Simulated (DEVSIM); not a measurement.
Device: illuminated Si n-on-p cell, one wavelength, at 300 K.

```
layer (left to right)  material  thickness (μm)  Nd (cm⁻³)  Na (cm⁻³)  τn (s)  τp (s)  absorption coefficient (cm⁻¹)
---------------------  --------  --------------  ---------  ---------  ------  ------  -----------------------------
1                            Si          0.0880     1.3e18          -    2e-8  5.8e-9                           4900
2                            Si             110          -     1.7e15  1.1e-7  1.1e-7                           4900
```

Left contact: ohmic, minority hole recombination velocity 8000 cm/s. Right contact: ohmic, minority electron recombination velocity 2e6 cm/s. Voltage is applied to the left contact. Recombination: SRH at mid-gap, radiative, Auger. Light enters at the left, 1.8e18 photons cm⁻² s⁻¹, one pass, no reflection. Mobility is μmin + (μ − μmin)/(1 + (N/Nref)^α).

The device is made up for the run: typed textbook-type constants, with dimensions and the other settings drawn at random. Values at 300 K.

```
parameter           Si
-------------  -------
gap (eV)         1.124
affinity (eV)     4.05
permittivity      11.7
Nc (cm⁻³)      2.86e19
Nv (cm⁻³)       3.1e19
μn (cm²/Vs)       1417
μp (cm²/Vs)        470
μn,min              52
μp,min              45
Nref,n          9.7e16
Nref,p          2.2e17
αn                0.68
αp                0.72
B (cm³/s)      4.7e-15
Cn (cm⁶/s)     2.8e-31
Cp (cm⁶/s)     9.9e-32
```

DEVSIM, 1D drift-diffusion, Boltzmann statistics, complete ionisation; no tunnelling, impact ionisation, image-force lowering or self-heating.

The photon flux was swept, all else fixed.

| photon flux (cm^-2 s^-1) | share of generated pairs collected at short circuit | largest power (mW/cm²) | short-circuit current (mA/cm²) | open-circuit voltage (V) |
|---|---|---|---|---|
| 5.4e16 | 0.936 | 2.81 | 8.10 | 0.451 |
| 1.8e17 | 0.936 | 10.2 | 27.0 | 0.483 |
| 5.4e17 | 0.937 | 32.4 | (withheld) | (withheld) |
| 1.8e18 | 0.940 | 113 | 271 | 0.542 |
| 5.4e18 | 0.947 | 334 | 820 | 0.569 |
| 1.8e19 | 0.965 | 868 | 2780 | 0.594 |
| 5.4e19 | 0.855 | 1350 | 7400 | 0.614 |

Problem. Some entries are withheld; supply them.

Solution. 
- 5.4e17, short-circuit current (mA/cm²): 81.1
- 5.4e17, open-circuit voltage (V): 0.512
